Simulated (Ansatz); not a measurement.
The structure below was relaxed with PBEsol in Ansatz (plane waves to 420 eV, PAW, without spin-orbit coupling), at pressure 15 GPa.

Space group P6₃/mmc (No. 194); a = b = 2.798 Å, c = 4.444 Å, α = β = 90.00°, γ = 120.00°

| atom | site | symmetry | x | y | z |
|---|---|---|---|---|---|
| Ti | 2d | -6m2 | 0.6667 | 0.3333 | 0.2500 |

Task: Write out a cell with all atoms.

Result: 
```cif
data_Ti2
_chemical_formula_sum 'Ti2'
_space_group_name_H-M_alt 'P 1'
_space_group_IT_number 1
_cell_length_a 2.79780
_cell_length_b 2.79780
_cell_length_c 4.44379
_cell_angle_alpha 90.000
_cell_angle_beta 90.000
_cell_angle_gamma 120.000
loop_
_space_group_symop_operation_xyz
  'x, y, z'
loop_
_atom_site_label
_atom_site_type_symbol
_atom_site_fract_x
_atom_site_fract_y
_atom_site_fract_z
_atom_site_occupancy
Ti1 Ti 0.33333 0.66667 0.75000 1
Ti2 Ti 0.66667 0.33333 0.25000 1
```
This is the conventional cell.

Load acts through the strain it causes; cell and atoms are relaxed under it. No phonon test of stability was made. Competing high-pressure phases were not computed. All final runs are without spin polarisation. The cell was made from Ti in the hcp (Mg type) structure (space group P6_3/mmc, No. 194) by this change: pressure 15 GPa.

Ansatz is a program for electronic structure.
